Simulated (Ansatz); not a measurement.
By PBEsol, the system below comes out a metal.

The ballistic (Sharvin) conductance counts the channels at the Fermi level: G/A = (e²/h) × channels of both spins per area.

Consider the following.

```xyz
4
Lattice="3.5231 0.0000 0.0000 0.0000 3.5231 0.0000 0.0000 0.0000 3.5231" Properties=species:S:1:pos:R:3 pbc="T T T"
Al     0.0000     0.0000     0.0000
Ni     0.0000     1.7615     1.7615
Ni     1.7615     0.0000     1.7615
Ni     1.7615     1.7615     0.0000
```

The cell is taken as given; by PBEsol it stands under a pressure of -0.9 GPa.

The current flows along the normal of the first two printed cell vectors, the (001) plane of the conventional cell. No spin-orbit coupling; the value is a mean over 0.1 eV about the Fermi level.

Task: Give the ballistic conductance per area that PBEsol in Ansatz (an electronic-structure program) yields.

Result: 0.91 × 10¹⁵ S/m² for both spins.
